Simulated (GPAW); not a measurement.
GPAW run on CaCuSi (P-6m2, 3 atoms in the cell): relaxation of cell and atoms.

Method: PBEsol, GPAW PAW datasets PBEsol (made by gpaw-setup) (plane waves; GPAW 25.7.0).

```xyz
3
Lattice="4.1218 0.0000 0.0000 -2.0609 3.5696 0.0000 0.0000 0.0000 4.0810" Properties=species:S:1:pos:R:3 pbc="T T T"
Ca     0.0000     0.0000     0.0000
Si     0.0000     2.3797     2.0405
Cu     2.0609     1.1899     2.0405
```

Reference input (self-consistent single point, DFT PBEsol, plane waves, GPAW PAW datasets PBEsol (made by gpaw-setup)): mode = pw; ecut = 850 eV; xc = PBEsol; kpts = 8 8 7; mesh shift (steps) = 0 0 0; occupations.name = methfessel-paxton; occupations.width = 0.1 eV; occupations.order = 0; nbands = -11; convergence.density = 1e-05 e/electron; convergence.energy = 1e-05 eV/electron; symmetry.symmorphic = false. This run's input differs from it in these lines:

```diff
@@ -1,2 +1,4 @@
 from ase import Atoms
+from ase.filters import FrechetCellFilter
+from ase.optimize import BFGS
 from ase.units import GPa
@@ -25,2 +27,10 @@
 
+target = FrechetCellFilter(atoms)
+
+opt = BFGS(target, logfile='-')
+converged = opt.run(fmax=0.02, steps=40)
+print('Relaxation converged:', converged)
+print('Cell:', atoms.cell.cellpar().round(4))
+print(atoms.get_scaled_positions().round(5))
+
 energy = atoms.get_potential_energy()
```

Log, with long lists cut:

```
     iter     time        total  log10-change:
                         energy   eigst   dens
iter:   1 --:--:--   -16.072533
iter:   2 --:--:--   -14.200321   -0.93  -1.10
iter:   3 --:--:--   -13.510287   -1.33  -1.30
iter:   4 --:--:--   -13.581152   -1.50  -1.44
iter:   5 --:--:--   -13.637853   -2.35  -1.58
   [... 4 lines left out ...]
iter:  10 --:--:--   -13.408593   -2.89  -2.76
iter:  11 --:--:--   -13.403016   -3.77  -2.59
iter:  12 --:--:--   -13.401584   -3.82  -2.93
iter:  13 --:--:--   -13.401577   -5.89  -3.45
iter:  14 --:--:--   -13.401570c  -6.75  -3.55
iter:  15 --:--:--   -13.401560c  -6.73  -3.61
iter:  16 --:--:--   -13.401559c  -6.28  -3.77
iter:  17 --:--:--   -13.401559c  -7.08  -3.82
iter:  18 --:--:--   -13.401554c  -6.51  -3.86
iter:  19 --:--:--   -13.401554c  -8.51c -4.15
iter:  20 --:--:--   -13.401556c  -7.94c -4.20
iter:  21 --:--:--   -13.401556c  -8.67c -4.41
iter:  22 --:--:--   -13.401556c  -7.29  -4.46
iter:  23 --:--:--   -13.401555c  -8.43c -4.69
iter:  24 --:--:--   -13.401556c  -7.85c -4.84
iter:  25 --:--:--   -13.401556c -10.17c -5.22c
Converged after 25 iterations.

Dipole moment: (-0.358300, 0.206864, -0.000000) |e|*Ang

Energy contributions relative to reference atoms: (reference = -71343.729779)

Kinetic:        -11.401431
Potential:      +11.048787
External:        +0.000000
XC:             -12.545042
Entropy (-ST):   -0.014384
Local:           -0.496678
SIC:             +0.000000
--------------------------
Free energy:    -13.408748
Extrapolated:   -13.401556

Showing only first 2 kpts
 Kpt  Band  Eigenvalues  Occupancy
  0    10      5.64183    1.10436
  0    11      6.29787    0.00000
  0    12      6.29790    0.00000
  0    13      7.08191    0.00000

  1    10      4.61196    2.00000
  1    11      6.44595    0.00000
  1    12      6.44598    0.00000
  1    13      7.86666    0.00000

Fermi level: 5.65110

No gap
   [... lines left out ...]
Atomic positions and initial magnetic moments
Free energy:    -13.411868
Fermi level: 5.68533
No gap
Atomic positions and initial magnetic moments
Free energy:    -13.421300
Fermi level: 5.93647
No gap
Atomic positions and initial magnetic moments
Free energy:    -13.421412
   [... lines left out ...]
  0 Ca    0.00000   -0.00000    0.00000
  1 Si    0.00000    0.00000    0.00000
  2 Cu    0.00000   -0.00000    0.00000

BFGS:    9 --:--:--      -13.426069        0.007604
Relaxation converged: True
Cell: [  4.1221   4.1221   3.8931  90.      90.     120.    ]
[[0.      0.      0.     ]
 [0.33333 0.66667 0.5    ]
 [0.66667 0.33333 0.5    ]]
Energy (eV): -13.420236
Stress (GPa, Voigt): [-0.0204 -0.0204 -0.0638  0.      0.      0.    ]
```

The run converged. GPAW prints stress with tension positive. 

Summary of the result:
* **Free energy E − TS (from the program's reference atoms)**: -13.4261 eV
* **Fermi level (on the code's own zero)**: 6.00 eV
* **Pressure**: 0.03 GPa
* **Final cell**: a = b = 4.1221 Å, c = 3.8931 Å, α = β = 90.00°, γ = 120.00°
* **Final volume per atom**: 19.10 Å³
* **Relaxation steps**: 9

The starting cell comes from a database of computed structures (which also holds hypothetical and non-ambient phases and stackings), without a prior relaxation at this level. Spin polarisation is off. The relaxation keeps the symmetry of its start, so its end need not be a minimum.

Cost on one core of a shared machine: roughly 5 min.
